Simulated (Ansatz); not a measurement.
What isotropic strain +0.62 % does to SiC

Consider SiC in the zinc blende structure (space group F-43m, No. 216; a = 4.380 Å).

It is then changed as follows: an isotropic linear strain of +0.62 %; the atoms relax in the strained cell.

Level of theory: plane-wave PAW DFT at the PBE level (Ansatz, an electronic-structure program, 420 eV), no SOC, earlier PAW set. k-mesh 13×13×13 (Γ-centred); smearing 0.05 eV (Fermi–Dirac).

```csv
quantity,base,changed,shift
volume per atom,10.50 Å³,10.70 Å³,+0.20 Å³
space group,F-43m (No. 216),F-43m (No. 216),–
energy relative to the base (free energy F),0 meV/atom,+2.4 meV/atom,+2.4 meV/atom
pressure,0.00 GPa,-3.81 GPa,-3.81 GPa
band gap,1.37 eV,1.39 eV,+0.02 eV
gap character,"indirect, Γ → X","indirect, Γ → X",–
smallest direct gap,4.53 eV,4.51 eV,-0.02 eV
mean gap deformation potential ΔEg/Δln V,–,+0.9 eV,–
electron mass,"0.68 mₑ along k, 0.23 mₑ across (at X)","0.68 mₑ along k, 0.23 mₑ across (at X)",–
"hole mass (degenerate bands, along [100])","0.36, 0.59, 0.59 mₑ (at Γ)","0.35, 0.59, 0.59 mₑ (at Γ)",–
```

Cost of the whole job for the changed cell (relaxation, final SCF and bands): very roughly 5 core-seconds.

Masses are band curvatures over ±0.01 Å⁻¹ around the edge. Along k means along the line from Γ to the band edge. Whether these cells are dynamically stable was not tested.
